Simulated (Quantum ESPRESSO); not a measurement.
Worked example: self-consistent single point of a (111) slab of K2Pt (cut from a parent of space group no. 225; 6 atoms in the cell) in Quantum ESPRESSO.

Method: LDA (PW92), PseudoDojo standard norm-conserving (LDA) pseudopotentials (plane waves; Quantum ESPRESSO).

```xyz
6
Lattice="5.3318 0.0000 0.0000 -2.6659 4.6174 0.0000 0.0000 0.0000 20.5300" Properties=species:S:1:pos:R:3 pbc="T T T"
K      5.3318     3.0783     9.1766
K      0.0000     0.0000     7.0000
K      0.0000     0.0000    13.5300
K      2.6659     1.5391    11.3533
Pt     2.6659     1.5391     8.0883
Pt     5.3318     3.0783    12.4417
```

Reference input (self-consistent single point, DFT, LDA (PW92), plane waves, PseudoDojo standard norm-conserving (LDA) pseudopotentials): ecutwfc = 85 Ry; occupations = smearing; smearing = fd; degauss = 0.0036749 Ry; potentials = {K: K.upf, Pt: Pt.upf}; K_POINTS = automatic 3 3 1 0 0 0; conv_thr = 1e-11 Ry; mixing_beta = 0.4. This run's input differs from it in these lines:

```diff
@@ -34,3 +34,3 @@
 K_POINTS automatic
-3 3 1  0 0 0
+7 7 1  0 0 0
```

The program printed (abridged):

```
     Self-consistent Calculation

     iteration #  1     ecut=    85.00 Ry     beta= 0.40

     Threshold (ethr) on eigenvalues was too large:
     Diagonalizing with lowered threshold

     negative rho (up, down):  2.725E-05 0.000E+00

     total energy              =    -761.85338493 Ry
     estimated scf accuracy    <       0.54476941 Ry

     iteration #  2     ecut=    85.00 Ry     beta= 0.40

     negative rho (up, down):  6.776E-06 0.000E+00

     total energy              =    -761.93916266 Ry
     estimated scf accuracy    <       0.36344492 Ry

     iteration #  3     ecut=    85.00 Ry     beta= 0.40

     negative rho (up, down):  2.012E-06 0.000E+00

     total energy              =    -761.99219093 Ry
     estimated scf accuracy    <       0.04950091 Ry

   [... 11 blocks of this kind left out ...]

     iteration # 15     ecut=    85.00 Ry     beta= 0.40

     total energy              =    -762.00057254 Ry
     estimated scf accuracy    <          1.5E-11 Ry

     iteration # 16     ecut=    85.00 Ry     beta= 0.40
     End of self-consistent calculation

     the Fermi energy is     0.9343 ev

!    total energy              =    -762.00057254 Ry
     estimated scf accuracy    <          2.6E-12 Ry
     smearing contrib. (-TS)   =      -0.00000011 Ry
     internal energy E=F+TS    =    -762.00057243 Ry

     convergence has been achieved in  16 iterations

     Forces acting on atoms (cartesian axes, Ry/au):

     atom    1 type  1   force =     0.00000000   -0.00000000    0.00241921
     atom    2 type  1   force =     0.00000000    0.00000000    0.00745177
     atom    3 type  1   force =     0.00000000    0.00000000   -0.00745177
     atom    4 type  1   force =    -0.00000000   -0.00000000   -0.00241921
     atom    5 type  2   force =     0.00000000    0.00000000    0.00155677
     atom    6 type  2   force =     0.00000000    0.00000000   -0.00155677

     Total force =     0.011296     Total SCF correction =     0.000005

          total   stress  (Ry/bohr**3)                   (kbar)     P=       -9.61
  -0.00008110   0.00000000  -0.00000000          -11.93        0.00       -0.00
   0.00000000  -0.00008110  -0.00000000            0.00      -11.93       -0.00
   0.00000000   0.00000000  -0.00003373            0.00        0.00       -4.96

   JOB DONE.
```

The run converged in 16 iterations. Against the reference run the free energy goes up by 2.2 meV/atom, the largest force moves little (0.186 to 0.192 eV/Å) and the gap on the mesh goes from 1.318 to 1.300 eV.

The starting cell comes from a database of computed structures (which also holds hypothetical and non-ambient phases and stackings), without a prior relaxation at this level. The slab is cut from that crystal, and its faces are unrelaxed. Its lattice was rescaled by up to half a per cent. Spin-orbit coupling is off.

Cost on one core of a shared machine: roughly 9 min.
